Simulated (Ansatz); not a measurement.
Consider W in the bcc (W type) structure (space group Im-3m, No. 229; a = 3.1542 Å; relaxed with 0.1 eV smearing). Axes: x, y, z lie along the cube axes.

The values are results of Ansatz (a quantum-chemistry and plane-wave program) PBEsol, scalar-relativistic without spin-orbit coupling, not measurements.

Base values:

* **Volume per atom**: 15.69 Å³

Modification: compressive biaxial strain of 3.00 % in the plane normal to [001], as in epitaxy on a mismatched substrate; the out-of-plane cell vector and the atoms relax.

Q: Predict the new volume per atom.

A: The volume per atom drops by 0.54 Å³, from 15.69 Å³ to 15.15 Å³.

No phonon test of stability was made. All final runs are without spin polarisation.
